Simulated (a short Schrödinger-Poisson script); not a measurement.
# MOS inversion layer, SiO2 on p-type Si(100)

Structure: MOS inversion layer, SiO2 on p-type Si(100), at 400 K.

```csv
layer,material,thickness (nm),Na (cm⁻³)
1,SiO2,1.6,-
2,Si,1600,7.4e16
```

The device is made up for the run: typed textbook-type constants, with dimensions and the other settings drawn at random. SiO2: permittivity 3.9, conduction-band edge (eV) 3.15, gap (eV) 9, electron mass (mₑ) 0.5. Si: permittivity 11.7, conduction-band edge (eV) 0, gap (eV) 1.124, Nv at 300 K (cm⁻³) 3.1e19.

Channel valleys (confinement mass, in-plane density-of-states mass, number): Δ2 0.916, 0.19, 2; Δ4 0.19, 0.417, 4. At the gate the conduction-band edge of layer 1 lies 3.33 eV − eVg above the Fermi level of the channel; the field vanishes at the back. Gaps are held at their typed values at every temperature. Mesh 0.03 nm at interfaces.

From a short Schrödinger-Poisson script (our own, NumPy): 1D Poisson equation in equilibrium, electrons quantum, Hartree (BenDaniel-Duke, 12 states a valley, the channel's in-plane mass for all, wave functions free to enter the dielectric), parabolic valleys, classical holes, full ionisation, no traps, pinning or gate leakage.

```csv
Vg (V),electrons (cm⁻²),C (μF/cm²),Δ2 E0 (meV),Δ2 E1 (meV),Δ4 E0 (meV),Δ4 E1 (meV)
-0.05,2.09e9,0.106,325.6,355.7,349.8,399.9
0,7.75e9,0.124,279.4,310.5,304.3,355.9
0.05,2.76e10,0.193,234.5,266.6,260.2,313.3
0.1,8.78e10,0.367,193.2,226.7,220.0,274.9
0.15,2.24e11,0.630,159.0,194.6,187.4,244.6
0.2,4.48e11,0.875,132.8,171.2,163.3,223.1
0.25,7.44e11,1.06,112.7,154.5,145.8,208.4
0.3,1.09e12,1.19,96.9,142.1,132.5,198.1
0.35,1.47e12,1.29,84.0,132.7,122.2,190.5
0.4,1.89e12,1.36,73.1,125.2,113.8,184.7
0.45,2.32e12,1.42,63.7,119.1,106.9,180.2
0.5,2.77e12,1.47,55.4,114.1,100.9,176.6
0.55,3.23e12,1.51,47.9,109.8,95.8,173.6
0.6,3.71e12,1.54,41.2,106.1,91.2,171.1
0.65,4.19e12,1.57,35.1,102.9,87.2,169.0
0.7,4.69e12,1.60,29.4,100.1,83.5,167.2
0.75,5.19e12,1.62,24.2,97.6,80.2,165.6
0.8,5.70e12,1.64,19.2,95.4,77.1,164.2
0.85,6.21e12,1.66,14.6,93.3,74.3,163.0
0.9,6.73e12,1.67,10.2,91.5,71.6,161.9
0.95,7.25e12,1.68,6.0,89.8,69.1,160.9
```

Subbands count from the Fermi level.
